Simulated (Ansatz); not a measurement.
Cell and atoms of amorphous Ru40P10:

```xyz
50
Lattice="8.8209 0.2178 0.2530 0.2178 8.6684 0.1034 0.2530 0.1034 9.0988" Properties=species:S:1:pos:R:3 pbc="T T T"
Ru     3.3231     6.5720     6.4479
Ru     2.9982     6.8179     0.6575
Ru     8.5297     5.9870     6.2860
Ru     3.6993     5.4407     3.2337
Ru     3.0410     2.1458     3.3915
Ru     0.4746     0.5418     3.5645
Ru     7.4314     7.9435     7.9441
Ru     6.6600     1.7793     7.6968
Ru     2.2730     0.9854     1.1488
Ru     1.6902     4.0074     4.5523
Ru     6.3174     5.1467     4.4011
Ru     7.3401     2.4862     4.1703
Ru     8.0289     8.4059     1.3811
Ru     3.6960     8.0193     2.8624
Ru     0.9755     7.9187     6.6171
Ru     0.3394     1.9295     5.9122
Ru     4.2583     2.6550     7.9366
Ru     1.2208     5.3958     2.2383
Ru     5.0249     1.4192     5.4848
Ru     5.8567     0.5854     2.9532
Ru     6.9822     2.2377     1.2040
Ru     4.1858     4.0905     5.5317
Ru     5.8725     5.7323     7.0128
Ru     3.1029     0.2965     7.6758
Ru     7.9026     7.1961     3.6986
Ru     1.8468     4.2605     7.1923
Ru     7.8962     4.0460     7.9210
Ru     0.4591     6.0137     8.6908
Ru     5.8311     6.7794     2.1360
Ru     5.2296     3.2816     3.0096
Ru     1.7300     6.7324     4.4096
Ru     0.6213     2.7451     2.4135
Ru     2.6447     0.2268     5.0798
Ru     2.7592     3.8126     1.0191
Ru     7.5989     8.8740     5.5318
Ru     5.3173     4.3377     0.5317
Ru     7.5492     4.6913     1.8806
Ru     5.1349     8.7497     0.4911
Ru     0.3764     1.5179     8.4272
Ru     5.3041     7.4353     4.7911
P      3.8242     5.0853     8.1698
P      4.3968     2.0984     1.2126
P      6.3953     3.4557     6.1248
P      1.4651     8.0880     8.8581
P      5.3183     8.1403     7.0050
P      1.2584     7.6388     2.1700
P      8.5018     4.8629     4.0981
P      2.6781     2.2889     6.1769
P      0.5714     3.5086     0.2327
P      6.9806     6.1539     9.2194
```

All values below come from PBE, scalar-relativistic without spin-orbit coupling (plane waves to 420 eV, PAW; Ansatz, a first-principles code).

Preparation: random packing, a CHGNet melt and quench, and a DFT relaxation. The hot cell started wider than the set density and was brought back towards it in steps. It is the lowest in DFT energy of 3 quenches. It is a model cell: composition and starting density were chosen by hand, and all elements were melted together. No dispersion term was used. Its density started from a set value of 10.63 and ended at 10.40 g/cm³. Cooling (nominally 310 K/ps over its main leg) ran many orders faster than in experiment, which tends to leave more defects and strain. One small periodic cell is one sample of the glass; other quenches scatter about these values. Volume and shape were free in the relaxation. On a 2×2×2 Γ-centred mesh force components of up to 0.24 eV/Å stay, since the relaxation ran on one k-point at (1/4, 1/4, 1/4).

Cut-offs for bonds: Ru-Ru 3.44 Å, Ru-P 3.02 Å, P-P 2.57 Å.

Task: Give the coordination numbers, mean bond lengths and angles.

Result: 
- Mean coordination of Ru: 12.45 (5 with 11, 17 with 12, 13 with 13, 5 with 14)
- Mean coordination of P: 8.60 (4 with 8, 6 with 9)
- Mean Ru-Ru bond: 2.819 Å (spread 0.203 Å, 207 counted)
- Mean Ru-P bond: 2.471 Å (spread 0.183 Å, 84 counted)
- Mean P-P bond: 2.436 Å (spread 0.000 Å, 1 counted)
- Bond angle at Ru: mean 96.2°, spread 34.0°
- Bond angle at P: mean 98.3°, spread 31.5°
